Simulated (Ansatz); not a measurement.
AlN (P6_3mc), PBE with spin-orbit coupling, rigid bands (Ansatz, a first-principles code): N_c = 4.25e18 cm⁻³ at 300 K and an electron conductivity mass of 0.313 mₑ along y (a = (3.11, 0.00, 0.00) Å; b = (-1.56, 2.70, 0.00) Å; c = (0.00, 0.00, 4.98) Å).

Problem. For 1e16 electrons per cm³ at 300 K, place the Fermi level, estimate the Seebeck coefficient of a parabolic band with constant τ, and give mobility and conductivity for τ = 50 fs.

Solution. The level lies k_BT ln(N_c/n) = 0.156 eV below the conduction-band minimum. S ≈ −(k_B/e)[ln(N_c/n) + 5/2] = -737 μV/K, against -735 μV/K from the full bands (mean over directions). μ = eτ/m = 281 cm²/(V·s) and σ = neμ = 0.450 S/cm. τ is assumed, not computed.

Band transport and this doping are assumed; polarons and phonon drag are left out. Geometry: cell and atoms relaxed with PBEsol.
